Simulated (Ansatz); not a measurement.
A calculation on L1₀ (CuAu-type) CuAu returned lattice constant a 2.787 Å, lattice parameter c 3.547 Å, equilibrium volume per atom 13.78 Å³/atom, bulk modulus 190 GPa.

For reference: lattice constant a 2.8 Å (measured, temperature not stated, no zero-point or thermal correction; as tabulated in Nepal et al. (2019), arXiv:1905.09348); lattice parameter c 3.67 Å (measured, temperature not stated, not corrected to a static lattice; as tabulated in Mehl et al. (2016), arXiv:1607.02532).

Task: Which level of theory produced these numbers?
A) PBEsol+SOC (Ansatz (an electronic-structure program))
B) LDA (Ansatz)
C) PBEsol (Ansatz)
D) r²SCAN+SOC (Ansatz)

Result: B, LDA (Ansatz)

The others give: PBEsol+SOC 2.795 Å, 3.619 Å, 14.13 Å³/atom, 174 GPa; PBEsol 2.810 Å, 3.599 Å, 14.21 Å³/atom, 171 GPa; r²SCAN+SOC 2.827 Å, 3.614 Å, 14.44 Å³/atom, 161 GPa.

Unless a cell is named, each level is at its own relaxed cell (LDA 13.78, PBEsol 14.21, PBEsol+SOC 14.13, r²SCAN+SOC 14.44 Å³/atom).

Ansatz's density-functional and Hartree–Fock values are scalar-relativistic unless marked +SOC, with PAW data made under PBE.
